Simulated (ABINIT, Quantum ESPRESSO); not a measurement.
A Quantum ESPRESSO input for a self-consistent single point of OsRu (P-6m2, 2 atoms in the cell) (DFT, PBEsol, plane waves, GBRV 1.5 ultrasoft (PBESOL) pseudopotentials):

```fortran
&CONTROL
 calculation = 'scf',
 prefix = 'pwscf',
 outdir = './work',
 pseudo_dir = './',
 tprnfor = .true.,
 tstress = .true.,
/
&SYSTEM
 ibrav = 4,
 A = 2.691285974,
 C = 4.243986000,
 nat = 2,
 ntyp = 2,
 ecutwfc = 40,
 ecutrho = 320,
 occupations = 'smearing',
 smearing = 'fermi-dirac',
 degauss = 0.0073499,
/
&ELECTRONS
 conv_thr = 1.0d-10,
 mixing_beta = 0.7,
/
ATOMIC_SPECIES
Ru   101.0700  ru_pbesol_v1.2.uspp.F.UPF
Os   190.2300  os_pbesol_v1.2.uspp.F.UPF
ATOMIC_POSITIONS {crystal}
Ru    0.333333333    0.666666667    0.000000000
Os    0.666666667    0.333333333    0.500000000
K_POINTS {automatic}
9 9 5  0 0 0
```

**Question.** Translate this input to ABINIT.

**Answer.** This is the input that was run; spellings and numerical settings could be chosen otherwise.

```
# OsRu, PseudoDojo nc-sr-04 PBEsol standard
pp_dirpath "./"
pseudos "Ru.upf, Os.upf"
acell 2.6912859741 2.6912859741 4.2439860000 Angstrom
rprim
         1.0000000000    0.0000000022    0.0000000000
        -0.5000000019    0.8660254027    0.0000000000
         0.0000000000    0.0000000000    1.0000000000
natom 2
ntypat 2
znucl 44 76
typat 1 2
xcart
        -0.0000000035    1.5538146816    0.0000000000
         1.3456429853    0.7769073438    2.1219930000
      Angstrom
ecut 84 Ry
occopt 3
tsmear 0.1 eV
nband 22
kptopt 1
ngkpt 9 9 5
nshiftk 1
shiftk 0 0 0
nstep 100
tolvrs 1.0e-12
prtwf 0
prtden 0
enunit 1
```

Basis, cutoffs, solver keys and any potentials are the target program's own. This input uses DFT, PBEsol, plane waves, norm-conserving pseudopotentials (PseudoDojo nc-sr-04 PBEsol standard). Both were run: pressure 8.53 GPa in Quantum ESPRESSO and 8.99 in ABINIT.

On ABINIT: the starting cell comes from a database of computed structures (which also holds hypothetical and non-ambient phases and stackings), without a prior relaxation at this level. Its lattice was rescaled by a random factor within 2.5 % of one. Spin polarisation is off. With a pressure of about 9 GPa the cell is away from its equilibrium volume at this level.

On Quantum ESPRESSO: the starting cell comes from a database of computed structures (which also holds hypothetical and non-ambient phases and stackings), without a prior relaxation at this level. Its lattice was rescaled by a random factor within 2.5 % of one. Spin polarisation is off. With a pressure of about 9 GPa the cell is away from its equilibrium volume at this level.
